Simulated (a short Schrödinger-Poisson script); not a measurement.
Structure: gated Al0.33Ga0.67As/GaAs δ-doped gas, at 20 K.

```csv
layer,material,thickness (nm),Na (cm⁻³)
1,Al0.33Ga0.67As,20,-
2,Al0.33Ga0.67As,2,-
3,GaAs,6000,1e14
```

Constants are typed, rounded textbook-type inputs, not results; the design itself was drawn at random and stands for no fabricated device. Al0.33Ga0.67As: permittivity 11.96, conduction-band edge (eV) 0.261, gap (eV) 1.836, electron mass (mₑ) 0.0944, Nv at 300 K (cm⁻³) 9e18. GaAs: permittivity 12.9, conduction-band edge (eV) 0, gap (eV) 1.424, Nv at 300 K (cm⁻³) 9e18.

Channel valleys (confinement mass, in-plane density-of-states mass, number): Γ 0.067, 0.067, 1. At the gate the conduction-band edge of layer 1 lies 1.01 eV − eVg above the Fermi level of the channel; the field vanishes at the back. Sheet of ionised δ-doping: +3.4e12 e/cm² at 20 nm from the gate. The barrier under the gate holds no holes. Gaps are held at their typed values at every temperature. Mesh 0.08 nm at interfaces.

Solved with a short Schrödinger-Poisson script written for these runs: 1D Poisson equation in equilibrium, electrons quantum, Hartree (BenDaniel-Duke, 40 states a valley, the channel's in-plane mass for all, wave functions free to enter the barrier), parabolic valleys, classical holes, full ionisation, no traps, pinning or gate leakage.

Task: List the lowest subbands of each valley and their electrons at Vg = 0.5 V.

Result: 
```csv
valley,subband,energy from the Fermi level (meV),electrons (cm⁻²),share (%)
Γ,0,-56.0,1.57e12,85.6
Γ,1,-9.3,2.62e11,14.3
Γ,2,5.3,2.14e9,0.1
```

All electrons: 1.83e12 cm⁻².
